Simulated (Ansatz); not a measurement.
# TiAl under a change: biaxial strain +0.50 %, plane normal [001], relaxed out of plane

Consider TiAl (space group P4/mmm, No. 123; a = 2.813 Å, c = 4.062 Å; relaxed with 0.1 eV smearing). Axes: x, y, z lie along a, b, c of the conventional cell.

Modification: tensile biaxial strain of 0.50 % in the plane normal to [001], as in epitaxy on a mismatched substrate; the out-of-plane cell vector and the atoms relax.

Calculations: r2SCAN in Ansatz (plane waves to 500 eV, PAW, spin-orbit coupling left out). k-mesh 20×20×14 (Γ-centred); smearing 0.1 eV (Fermi–Dirac).

```tsv
quantity	base	changed	shift
shortest interatomic distance	2.813 Å	2.827 Å	+0.014 Å
pressure (mean of the normal stresses, compression positive)	0.0 GPa	-0.6 GPa	-0.6 GPa
band gap	zero	zero	–
out-of-plane strain	–	-0.48 %	–
mean in-plane stress (compression positive)	–	-0.9 GPa	–
```

Final structure (turned so that z lies along the plane normal):

```
CELL_PARAMETERS angstrom
      2.82677     0.00000     0.00000
      0.00000     2.82677     0.00000
      0.00000     0.00000     4.04221
ATOMIC_POSITIONS crystal
  Ti 0.00000 0.00000 0.00000
  Al 0.50000 0.50000 0.50000
```

Cost of the whole job for the changed cell (relaxation, final SCF and bands): around 100 core-seconds (rough).

No phonon test of stability was made. The final runs are not spin-polarised.

Ansatz is a quantum-chemistry and plane-wave program.
